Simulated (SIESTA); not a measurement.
A self-consistent single point of MnI2 (P-3m1, 3 atoms in the cell) with SIESTA.

Method: GGA PBEsol+U, numerical atomic orbitals DZP, PseudoDojo PBEsol standard norm-conserving potentials (rewritten from UPF to PSML) (SIESTA).

```yaml
crystal:
  lattice:
    - [4.16858, 0.00000, 0.00000]
    - [-2.08429, 3.61010, 0.00000]
    - [0.00000, 0.00000, 7.14620]
  atoms:
    - { symbol: Mn, position: [0.00000, 0.00000, 0.00000], spin: 4.0 }
    - { symbol: I, position: [0.33333, 0.66667, 0.23089] }
    - { symbol: I, position: [0.66667, 0.33333, 0.76911] }
```
(The spins are starting values, not results.)

Reference input (self-consistent single point, DFT, GGA PBEsol, numerical atomic orbitals DZP, PseudoDojo PBEsol standard norm-conserving potentials (rewritten from UPF to PSML)): XC.functional = GGA; XC.authors = PBEsol; potentials = PseudoDojo PBEsol standard; PAO.BasisSize = DZP; PAO.EnergyShift = 0.01 Ry; MeshCutoff = 400 Ry; kgrid.MonkhorstPack = 5 5 3; OccupationFunction = FD; ElectronicTemperature = 50 meV; Spin = polarized; DM.InitSpin = [1 +4.00, 2 +0.00, 3 +0.00]; MaxSCFIterations = 150. This run's input differs from it in these lines:

```diff
@@ -41,2 +41,11 @@
 %endblock DM.InitSpin
+DFTU.ProjectorGenerationMethod 2
+DFTU.CutoffNorm              0.9
+DFTU.FirstIteration          true
+%block DFTU.proj
+  Mn 1
+  n=3 2
+  4.00 0.00
+  0.00 0.00
+%endblock DFTU.proj
```

Output (repeated stretches shortened):

```
        iscf     Eharris(eV)        E_KS(eV)     FreeEng(eV)     dDmax    Ef(eV) dHmax(eV)
   scf:    1    -3661.349840    -3658.358852    -3658.358852  0.678584 -1.417452 13.923127
     spin moment: {S} , |S| = {        0.0        0.0    5.00000 }     5.00000
   scf:    2    -3660.978162    -3659.738659    -3659.738659  0.091227 -2.085005  9.988646
     spin moment: {S} , |S| = {        0.0        0.0    5.00000 }     5.00000
   scf:    3    -3661.353524    -3660.990371    -3660.990371  0.203824 -3.071986  0.791227
     spin moment: {S} , |S| = {        0.0        0.0    5.00000 }     5.00000
   [... lines left out ...]
     spin moment: {S} , |S| = {        0.0        0.0    5.00000 }     5.00000
hubbard_term: recalculating local occupations    7
hubbard_term: maximum change in local occup.    0.000589
   scf:   11    -3661.134816    -3661.134807    -3661.134807  0.000385 -3.469721  0.000478
     spin moment: {S} , |S| = {        0.0        0.0    5.00000 }     5.00000
hubbard_term: recalculating local occupations    8
hubbard_term: maximum change in local occup.    0.000590
   scf:   12    -3661.134804    -3661.134804    -3661.134804  0.000004 -3.469722  0.000434
     spin moment: {S} , |S| = {        0.0        0.0    5.00000 }     5.00000
SCF Convergence by DM+H criterion
max |DM_out - DM_in|         :     0.0000044190
max |H_out - H_in|      (eV) :     0.0004341172
DFT+U population converged by dTol_pop criteria:
max |pop(DFT+U)_i - pop(DFT+U)_j|:     0.0005902761
SCF cycle converged after 12 iterations

Using DM_out to compute the final energy and forces
hubbard_term: recalculating local occupations    9
hubbard_term: maximum change in local occup.    0.000590
hubbard_term: recalculating Hamiltonian and forces

siesta: E_KS(eV) =            -3661.1333

siesta: E_KS - E_eggbox =     -3661.1333

siesta: Atomic forces (eV/Ang):
     1    0.000000    0.000000    0.000000
     2    0.000005   -0.000003    0.021329
     3   -0.000005    0.000003   -0.021329
   Tot    0.000000   -0.000000   -0.000000
   Max    0.021329
   Res    0.010055    sqrt( Sum f_i^2 / 3N )
   [... lines left out ...]
siesta: FreeEng =     -3661.133339
siesta: Cell volume =        107.542978 Ang**3
siesta:         -22.85396731        -22.44651020  kBar
   [... lines left out ...]
   3  3.500   0.889   0.034   0.848   0.912   0.848  -0.010  -0.039  -0.010
              0.005   0.006   0.007   0.006   0.005

mulliken: Qtot =       12.000

Mulliken Atomic Populations:
Atom #   charge [q] valence [e]      Sz [e]  Species
     1     0.044346   14.955654    4.954486  Mn
     2    -0.022173    7.022173    0.022757  I
     3    -0.022173    7.022173    0.022757  I
 Total     0.000000                5.000000
```

The run converged in 12 iterations. Against the reference run the pressure goes from -3.60 to -2.29 GPa, the largest force goes from 0.237 to 0.021 eV/Å, the gap on the mesh goes from 1.602 to 3.224 eV and the size of the net moment stays at 1.67 μB/atom.

The starting cell comes from a database of computed structures (which also holds hypothetical and non-ambient phases and stackings), without a prior relaxation at this level. Spin-orbit coupling is off. With one magnetic atom in the cell only a parallel order is possible. With U or open f shells several self-consistent states can exist. Values carry the incompleteness of an atom-centred basis.
